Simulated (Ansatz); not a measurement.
KCl in the rock salt structure (space group Fm-3m, No. 225)

```
KCl
1.0
    0.00000     3.19072     3.19072
    3.19072     0.00000     3.19072
    3.19072     3.19072     0.00000
K Cl
1 1
Direct
  0.00000   0.00000   0.00000
  0.50000   0.50000   0.50000
```

Computed with DFT with PBE, PAW potentials and a 420 eV plane-wave cutoff in Ansatz (a program for electronic structure), without spin-orbit coupling. k-mesh 9×9×9 (Γ-centred); smearing 0.05 eV (Fermi–Dirac).

```yaml
volume_per_atom: 32.48 Å³
density: 1.91 g/cm³
band_gap: 5.05 eV, direct at Γ
electron_mass: 0.45 mₑ
Lowest conduction-band minima above the VBM: Γ 5.05 eV
total_energy: -1310.613 eV/atom (σ→0; compares only within this code and set-up)
```

Effective masses come from finite differences of ±0.01 Å⁻¹. No phonon test of stability was made.
